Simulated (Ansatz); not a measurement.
The reference is Ta in the bcc (W type) structure (space group Im-3m, No. 229; a = 3.282 Å; relaxed with 0.1 eV smearing).

Computed with Ansatz (an electronic-structure program), PBEsol, PAW, cutoff 420 eV, without spin-orbit coupling, earlier PAW set.

For the base:

Pressure: 0.0 GPa

Modification: the cell is scaled by 1.0291 in all directions, atoms relaxed at fixed cell.

Problem. What happens to the pressure and energy relative to the base?

Solution. The pressure goes from zero to -15.1 GPa; the energy grows by 80 meV/atom.

The cells carry an imposed strain or load. No phonon test of stability was made. The final runs are not spin-polarised.
